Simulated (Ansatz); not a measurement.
# Hypothetical P4_2/mnm AlN: pressure series

Consider AlN (space group P4_2/mnm, No. 136; a hypothetical phase, not in the database extracts checked).

```
CELL_PARAMETERS angstrom
      5.29426     0.00000     0.00000
      0.00000     5.29426     0.00000
      0.00000     0.00000     3.10896
ATOMIC_POSITIONS crystal
  Al 0.32285 0.67715 0.00000
  Al 0.67715 0.32285 0.00000
  Al 0.82285 0.82285 0.50000
  Al 0.17715 0.17715 0.50000
  N  0.31530 0.31530 0.00000
  N  0.68470 0.68470 0.00000
  N  0.18470 0.81530 0.50000
  N  0.81530 0.18470 0.50000
```

Cell and atoms are relaxed at each pressure.

All numbers come from DFT with PBEsol, PAW potentials and a 420 eV plane-wave cutoff in Ansatz (a first-principles code), without spin-orbit coupling.

| P (GPa) | V (Å³/atom) |
|---|---|
| -2.00 | 11.013 |
| -1.00 | 10.952 |
| 0.29 | 10.876 |
| 0.69 | 10.853 |
| 1.50 | 10.807 |
| 3.00 | 10.724 |
| 5.00 | 10.618 |
| 7.50 | 10.491 |
| 10.00 | 10.371 |

A third-order Birch–Murnaghan fit to these points gives V₀ = 10.89 Å³/atom, B₀ = 187 GPa and B₀′ = 3.5. At pressure 10 GPa the volume is 95.2 % of V₀.

Between the base and pressure 10 GPa the gap moves from 3.75 eV to 4.05 eV, a mean slope of 31 meV/GPa.

Load acts through the strain it causes; cell and atoms are relaxed under it. Stability against distortions was not tested. No other phases were tried under pressure.
